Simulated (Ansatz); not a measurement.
Consider the following.

```xyz
2
Lattice="0.0000 2.9388 2.9094 2.9388 0.0000 2.9094 2.9388 2.9388 0.0000" Properties=species:S:1:pos:R:3 pbc="T T T"
Cd     0.0000     0.0000     0.0000
S      1.4694     1.4694     1.4547
```

No spin polarisation.

The values are results of Ansatz (a quantum-chemistry and plane-wave program), r2SCAN, PAW, cutoff 500 eV, no spin-orbit coupling, not measurements. Settings: 10×10×10 k-points, 0.05 eV Fermi–Dirac smearing.

Q: Predict the valence-band top at Γ, electron mass and gap character.

A: 
- Valence-band top at Γ (three highest levels, from the VBM) = 0.00, -0.03, -0.03 eV
- Electron mass = 0.15 mₑ (at Γ)
- Gap character = direct at Γ

The cells carry an imposed strain or load. Effective masses come from finite differences of ±0.01 Å⁻¹. Stability against distortions was not tested. The cell was made from CdS in the zinc blende structure (space group F-43m, No. 216) by this change: uniaxial strain ε_zz = −1.00 %.
